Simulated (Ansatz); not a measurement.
**What tensor shear ε_yz = −3.55 % does to TiAl**

The parent structure is TiAl (space group P4/mmm, No. 123; a = 2.7961 Å, c = 4.0378 Å; relaxed with 0.1 eV smearing). Axes: x, y, z lie along a, b, c of the conventional cell.

It is then changed as follows: tensor shear ε_yz = −3.55 % (engineering shear γ = -0.0710); the atoms relax in the strained cell.

Calculations: Ansatz (a program for electronic structure) PBEsol, no spin-orbit coupling, earlier PAW set. Settings: 21×21×14 k-points, 0.1 eV Fermi–Dirac smearing.

The volume per atom is nearly the same (15.78 Å³ against 15.76 Å³) and the space group goes from P4/mmm (No. 123) to P2/m (No. 10). The shortest interatomic distance drops by 0.041 Å, from 2.796 Å to 2.755 Å and the energy grows by 30 meV/atom. The band gap stays zero and the stress (xx, yy, zz, yz, xz, xy; compression positive) amounts to (0.7, 0.6, 1.0, 8.4, 0.0, 0.0) GPa.

Final structure:

```
CELL_PARAMETERS angstrom
      2.79606     0.00000     0.00000
      0.00000     2.79606    -0.09926
      0.00000    -0.14334     4.03776
ATOMIC_POSITIONS crystal
  Al 0.50000 0.50000 0.50000
  Ti 0.00000 0.00000 0.00000
```

Whether these cells are dynamically stable was not tested. The final runs are not spin-polarised.
